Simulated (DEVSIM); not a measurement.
Schottky contact on n-type Si

Device: Schottky contact on n-type Si, at 300 K.

| layer (left to right) | material | thickness (μm) | Nd (cm⁻³) | τn (s) | τp (s) |
|---|---|---|---|---|---|
| 1 | Si | 1.60 | 2.7e17 | 1.2e-7 | 1.2e-7 |
| 2 | Si | 14.0 | 2.6e18 | 1.2e-7 | 1.2e-7 |

Left contact: Schottky, work function 4.81 eV, emission velocity 1.1e7 cm/s. Right contact: ohmic. Voltage is applied to the left contact. Recombination: SRH at mid-gap, radiative, Auger. Mobility is μmin + (μ − μmin)/(1 + (N/Nref)^α).

This is a model device: material constants are rounded textbook-type values typed into the input, and sizes, dopings and lifetimes were drawn at random. Values at 300 K.

```
parameter           Si
-------------  -------
gap (eV)         1.124
affinity (eV)     4.05
permittivity      11.7
Nc (cm⁻³)      2.86e19
Nv (cm⁻³)       3.1e19
μn (cm²/Vs)       1417
μp (cm²/Vs)        470
μn,min              52
μp,min              45
Nref,n          9.7e16
Nref,p          2.2e17
αn                0.68
αp                0.72
B (cm³/s)      4.7e-15
Cn (cm⁶/s)     2.8e-31
Cp (cm⁶/s)     9.9e-32
```

DEVSIM, 1D drift-diffusion, Boltzmann statistics, complete ionisation; no tunnelling, impact ionisation, image-force lowering or self-heating. Metal contacts follow the ideal Schottky-Mott rule: no Fermi-level pinning, no interface dipoles.

| Property | Result |
|---|---|
| Potential step across the device at zero bias | 0.698 V |
| Dark forward voltage at 1 A/cm² | 0.305 V |
| Dark forward voltage at 100 A/cm² | 0.429 V |

Dark forward current:

(V (V), J (A/cm²)): (0.05, 4.6e-5); (0.10, 0.00036); (0.15, 0.0026); (0.20, 0.018); (0.25, 0.12); (0.30, 0.83); (0.35, 5.6); (0.40, 37); (0.45, 210); (0.50, 800); (0.55, 1900); (0.60, 3300)
